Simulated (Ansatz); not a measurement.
Output of an Ansatz run (abridged):

```
WARN ansatz: RAYON_NUM_THREADS=1 ignored (pool sized by the plan → 1); use --threads N
Pseudopotentials: kind: paw
Pseudopotential: Bi, paw, valence charge 15
Pseudopotential: Ca, paw, valence charge 10
Crystal: 6 atoms, lattice volume = 191.470 Å³
Basis set: ecut = 420 eV, 3719 PW (Γ), exchange–correlation on 90×90×90 points (8 copies of the dense FFT grid, shifted against one another)
Bands: 48, of which v1, the nominal top of the filled ones, is band 40 counted from 1 (39 counted from 0)
Symmetry: 48 space group operations
Space group: Fd-3m (ITA 227), of the structure as read, at distance tolerance 5.8e-5 Å
k-points: 29 of 512
Initial density: superposition of atomic densities (neutral atoms: chi_scale 0, normalization atom), corrected by the library's trained network
Initial wavefunctions: pseudopotential atomic-orbital guess
Eigensolver: davidson
Functional: x = pbe(κ = 0.804, μ = 0.2195149727645171), c = pbe(β = 0.06672455060314922)
SCF iter   1: F=—  HF=-53221.397047 eV  |F-HF|=—  |Δ(HF+E_count)|=         —  Δρ=2.36e-3  dr2=4.40e-2  ethr=1.77e-3  ⟨swp⟩=11.3  Hψ=6833  notcnv=0
all-band conjugate gradients solve this SCF's bands
preconditioner: auto → Kerker (q_TF=auto, 2.359 Å⁻¹)
SCF iter   2: F=—  HF=-53221.394353 eV  |F-HF|=—  |Δ(HF+E_count)|=   2.69e-3  S|Δr|=    0.00e0  Δρ=1.36e-3  dr2=1.35e-2  ethr=5.50e-5  ⟨swp⟩=1.8  Hψ=1688  notcnv=0
SCF iter   3: F=—  HF=-53221.391166 eV  |F-HF|=—  |Δ(HF+E_count)|=   3.19e-3  S|Δr|=    0.00e0  Δρ=3.46e-4  dr2=9.72e-4  ethr=1.69e-5  ⟨swp⟩=2.0  Hψ=1650  notcnv=0
SCF iter   4: F=—  HF=-53221.390970 eV  |F-HF|=—  |Δ(HF+E_count)|=   1.95e-4  S|Δr|=    0.00e0  Δρ=1.00e-4  dr2=3.83e-5  ethr=1.21e-6  ⟨swp⟩=2.0  Hψ=1644  notcnv=0
SCF iter   5: F=—  HF=-53221.391082 eV  |F-HF|=—  |Δ(HF+E_count)|=   1.12e-4  S|Δr|=    0.00e0  Δρ=2.07e-5  dr2=1.03e-6  ethr=4.79e-8  ⟨swp⟩=2.5  Hψ=2037  notcnv=0
SCF iter   6: F=-53221.391082 eV  HF=-53221.391082 eV  |F-HF|=2.60e-9  |Δ(HF+E_count)|=   2.04e-7  S|Δr|=    0.00e0  Δρ=4.50e-6  dr2=7.33e-8  ethr=1.25e-10  ⟨swp⟩=14.0  Hψ=7717  notcnv=0
SCF 1 converged in 6 iterations: F = -53221.391082 eV  dr2 = 7.33e-8
SCF converged after 6 iterations
Stability not checked (fill_not_monotonic)
Free energy (F): -53221.391082 eV
Harris-Foulkes:  -53221.391082 eV  (|F-HF|=2.60e-9)
Internal energy: -53221.390095 eV  (E = F + TS)
E sigma→0 (E₀):  -53221.390836 eV
Entropy (-TS):   -0.000987 eV (-0.164 meV/atom)
Fermi energy:    10.409170 eV
--- Per-component energies (eV) ---
  E_band       = -668.612686
  E_kinetic    = 1769.503425
  E_local      = -7786.633896  (includes V_loc(G=0)·N_el)
  E_nonlocal   = 2364.706404
  E_hartree    = 2589.095933
  E_xc         = -882.444082
  E_vxc        = -923.236441  (∫ρ·V_xc dr)
  E_paw        = -44368.087134  (= ΣΔE_a)
  E_vpaw       = -1271.139445  (= ΣTr[D̂ρ^β])
  E_aug_tail   = -0.001734  (compensation charges beyond the density's cutoff)
  E_ewald      = -6907.529012
  E_smearing   = -0.000987  (= −TS)
  E_closure    = -0.000000  (closes the sum)
  Σ components = -53221.391082   (vs F -53221.391082, Δ=0.00e0)
--- Forces (eV/Å), atoms counted from 1 ---
  atom   1  Bi     0.00000000     0.00000000     0.00000000
   [... zero for the other atoms too ...]
  max |Σ_I F_I| component: 1.73e-18 eV/Å
--- Stress (GPa, compression-positive) ---
        3.693994       0.000000       0.000000
        0.000000       3.693994      -0.000000
        0.000000       0.000000       3.693994
  P = ⅓ Tr σ = 3.6940 GPa (36.940 kbar)
  The stress holds the Pulay correction. Without it, at fixed plane waves, as pw.x and ABINIT print it: P = 3.6692 GPa
--- Band table (eV; the first three rows and the last of 29) ---
  k-point 0: bands = ["-32.0619", "-32.0544", "-13.0760", "-13.0760", "-13.0760", "-13.0329", "-13.0329", "-13.0329", "-12.8584", "-12.7506", "-12.7506", "-12.7506", "-12.7405", "-12.7405", "-12.5539", "-12.5539", "-12.5539", "-12.4915", "-12.4915", [...]
  k-point 1: bands = ["-32.0617", "-32.0546", "-13.0755", "-13.0755", "-13.0736", "-13.0352", "-13.0330", "-13.0330", "-12.8489", "-12.7475", "-12.7462", "-12.7462", "-12.7317", "-12.7317", "-12.5553", "-12.5518", "-12.5518", "-12.5027", "-12.4948", [...]
  k-point 2: bands = ["-32.0611", "-32.0552", "-13.0743", "-13.0743", "-13.0696", "-13.0383", "-13.0333", "-13.0333", "-12.8265", "-12.7429", "-12.7429", "-12.7352", "-12.6979", "-12.6979", "-12.5597", "-12.5458", "-12.5458", "-12.5337", "-12.5074", [...]
  k-point 28: bands = ["-32.0581", "-32.0581", "-13.0761", "-13.0761", "-13.0523", "-13.0523", "-13.0289", "-13.0289", "-12.7210", "-12.7210", "-12.7132", "-12.7132", "-12.6154", "-12.6154", "-12.5968", "-12.5968", "-12.5427", "-12.5427", [...]
```

The structure:

```
CELL_PARAMETERS angstrom
      0.00000     4.57464     4.57464
      4.57464     0.00000     4.57464
      4.57464     4.57464     0.00000
ATOMIC_POSITIONS crystal
  Bi 0.12500 0.12500 0.12500
  Bi 0.62500 0.12500 0.12500
  Bi 0.12500 0.62500 0.12500
  Bi 0.12500 0.12500 0.62500
  Ca 0.75000 0.75000 0.75000
  Ca 0.50000 0.50000 0.50000
```

Problem. Reconstruct the input of this run.

Solution. Other spellings and defaults could give the same log, and not every line can be read from it. The input that was run (DFT, PBE, plane waves, default PAW files):

Ansatz 0.2 input:
```yaml
crystal:
  lattice:
    - [0.00000000, 4.57463800, 4.57463800]
    - [4.57463800, 0.00000000, 4.57463800]
    - [4.57463800, 4.57463800, 0.00000000]
  atoms:
    - { symbol: Bi, position: [0.12500000, 0.12500000, 0.12500000] }
    - { symbol: Bi, position: [0.62500000, 0.12500000, 0.12500000] }
    - { symbol: Bi, position: [0.12500000, 0.62500000, 0.12500000] }
    - { symbol: Bi, position: [0.12500000, 0.12500000, 0.62500000] }
    - { symbol: Ca, position: [0.75000000, 0.75000000, 0.75000000] }
    - { symbol: Ca, position: [0.50000000, 0.50000000, 0.50000000] }
basis:
  ecutwfc: 420.0
kpoints:
  mp_grid: { grid: [8, 8, 8] }
hamiltonian:
  xc: pbe
  pseudopotentials: { kind: paw }
scf:
  occupations: { method: methfessel_paxton, width: 0.1 }
output:
  forces: true
  eigenvalues: true
  stress: true
```

The starting cell was generated: these elements placed on a structure prototype, without a prior relaxation; it need not be a known phase or ordering of this composition. Its lattice was rescaled by a random factor within 2.5 % of one. Spin-orbit coupling is off. With a pressure of about 4 GPa the cell is away from its equilibrium volume at this level. Ansatz's pressure includes its estimate of the finite-basis (Pulay) stress.

Ansatz is a program for electronic structure.
